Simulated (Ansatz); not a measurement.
Candidates (primitive cells; geometry: cell and atoms relaxed with PBEsol):
A. CdSe (F-43m), a = b = c = 4.3002 Å, α = β = γ = 60.00°
B. SiC (P6_3mc), a = 3.0760 Å, b = 3.0760 Å, c = 5.0477 Å, α = 90.00°, β = 90.00°, γ = 120.00°
C. ZnSe (F-43m), a = b = c = 3.9833 Å, α = β = γ = 60.00°
D. BeS (F-43m), a = b = c = 3.4209 Å, α = β = γ = 60.00°
E. TlI (Pm-3m), a = 4.1368 Å, b = 4.1368 Å, c = 4.1368 Å, α = 90.00°, β = 90.00°, γ = 90.00°

Put the candidates in order of band gap, lowest first, for PBEsol with spin-orbit coupling, rigid bands (Ansatz, a first-principles code).

A (0.36 eV), E (0.48 eV), C (1.11 eV), B (2.12 eV), D (2.88 eV)

Formula and space group known from diffraction (Crystallography Open Database), not checked to be the room-temperature form: TlI (Pm-3m).
